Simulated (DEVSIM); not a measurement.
# abrupt Si n-p junction

Structure: abrupt Si n-p junction, at 300 K.

| layer (left to right) | material | thickness (μm) | Nd (cm⁻³) | Na (cm⁻³) | τn (s) | τp (s) |
|---|---|---|---|---|---|---|
| 1 | Si | 69.0 | 2.5e15 | - | 0.00079 | 0.0079 |
| 2 | Si | 1.50 | - | 1.9e15 | 0.00079 | 0.00079 |

Left contact: ohmic. Right contact: ohmic. Voltage is applied to the left contact. Recombination: SRH at mid-gap, Auger. Mobility is μmin + (μ − μmin)/(1 + (N/Nref)^α).

The device is made up for the run: typed textbook-type constants, with dimensions and the other settings drawn at random. Values at 300 K.

| parameter | Si |
|---|---|
| gap (eV) | 1.124 |
| affinity (eV) | 4.05 |
| permittivity | 11.7 |
| Nc (cm⁻³) | 2.86e19 |
| Nv (cm⁻³) | 3.1e19 |
| μn (cm²/Vs) | 1417 |
| μp (cm²/Vs) | 470 |
| μn,min | 52 |
| μp,min | 45 |
| Nref,n | 9.7e16 |
| Nref,p | 2.2e17 |
| αn | 0.68 |
| αp | 0.72 |
| Cn (cm⁶/s) | 2.8e-31 |
| Cp (cm⁶/s) | 9.9e-32 |

DEVSIM, 1D drift-diffusion, Boltzmann statistics, complete ionisation; no tunnelling, impact ionisation, image-force lowering or self-heating.

```yaml
potential_step_across_the_device_at_zero_bias: 0.632 V
largest_field_in_the_device_at_zero_bias: 14000 V/cm
Dark forward voltage at 1 A/cm²: 0.527 V
Dark forward voltage at 100 A/cm²: 1.395 V
```

Dark reverse current:

| V (V) | J (A/cm²) |
|---|---|
| 0.20 | 3.6e-9 |
| 0.50 | 4.0e-9 |
| 1.00 | 4.7e-9 |
| 1.50 | 5.7e-9 |
| 2.00 | 6.8e-9 |
| 3.00 | 1.0e-8 |
| 4.00 | 1.8e-8 |
| 5.00 | 3.5e-8 |
| 6.50 | 8.4e-8 |
| 8.00 | 1.4e-7 |
| 10.00 | 2.3e-7 |

Dark forward current:

```json
[
 {"V (V)": "-0.05", "J (A/cm²)": "-1.9e-8"},
 {"V (V)": "-0.10", "J (A/cm²)": "-1.5e-7"},
 {"V (V)": "-0.15", "J (A/cm²)": "-1.0e-6"},
 {"V (V)": "-0.20", "J (A/cm²)": "-6.9e-6"},
 {"V (V)": "-0.30", "J (A/cm²)": "-0.00032"},
 {"V (V)": "-0.35", "J (A/cm²)": "-0.0021"},
 {"V (V)": "-0.40", "J (A/cm²)": "-0.014"},
 {"V (V)": "-0.45", "J (A/cm²)": "-0.092"},
 {"V (V)": "-0.50", "J (A/cm²)": "-0.50"},
 {"V (V)": "-0.55", "J (A/cm²)": "-1.8"},
 {"V (V)": "-0.60", "J (A/cm²)": "-4.0"},
 {"V (V)": "-0.70", "J (A/cm²)": "-10"},
 {"V (V)": "-0.75", "J (A/cm²)": "-14"},
 {"V (V)": "-0.80", "J (A/cm²)": "-18"},
 {"V (V)": "-0.85", "J (A/cm²)": "-23"},
 {"V (V)": "-0.90", "J (A/cm²)": "-28"},
 {"V (V)": "-0.95", "J (A/cm²)": "-34"},
 {"V (V)": "-1.05", "J (A/cm²)": "-46"},
 {"V (V)": "-1.10", "J (A/cm²)": "-52"},
 {"V (V)": "-1.15", "J (A/cm²)": "-59"},
 {"V (V)": "-1.20", "J (A/cm²)": "-67"},
 {"V (V)": "-1.25", "J (A/cm²)": "-75"},
 {"V (V)": "-1.30", "J (A/cm²)": "-83"},
 {"V (V)": "-1.35", "J (A/cm²)": "-92"},
 {"V (V)": "-1.45", "J (A/cm²)": "-110"},
 {"V (V)": "-1.50", "J (A/cm²)": "-120"},
 {"V (V)": "-1.55", "J (A/cm²)": "-130"},
 {"V (V)": "-1.60", "J (A/cm²)": "-140"}
]
```
